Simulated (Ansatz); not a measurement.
Take SiC in the zinc blende structure (space group F-43m, No. 216) as the base.

```
SiC
1.0
    0.00000     2.17816     2.17816
    2.17816     0.00000     2.17816
    2.17816     2.17816     0.00000
C Si
1 1
Direct
  0.25000   0.25000   0.25000
  0.00000   0.00000   0.00000
```

Cartesian axes are those of the cell as printed.

The values are results of Ansatz (a first-principles code), r2SCAN, PAW, cutoff 500 eV, no spin-orbit coupling, not measurements.

Strains are applied to the cell and any free atomic positions relax; under biaxial strain the out-of-plane vector relaxes too.

One change was made to it. Results:

The energy goes up by 1.5 meV/atom; the smallest direct gap falls by 0.13 eV to 4.92 eV.

Task: Name the change that was made.
A) tensor shear ε_yz = +0.66 %
B) uniaxial strain ε_yy = +4.81 %
C) biaxial strain +3.07 %, plane normal [001], relaxed out of plane
D) uniaxial strain ε_zz = −2.39 %

Result: A, tensor shear ε_yz = +0.66 %. For comparison, the energy relative to the base in the other runs: biaxial strain +3.07 %, plane normal [001], relaxed out of plane gives +26 meV/atom; uniaxial strain ε_yy = +4.81 % gives +30 meV/atom; uniaxial strain ε_zz = −2.39 % gives +7.7 meV/atom.

No phonon test of stability was made.
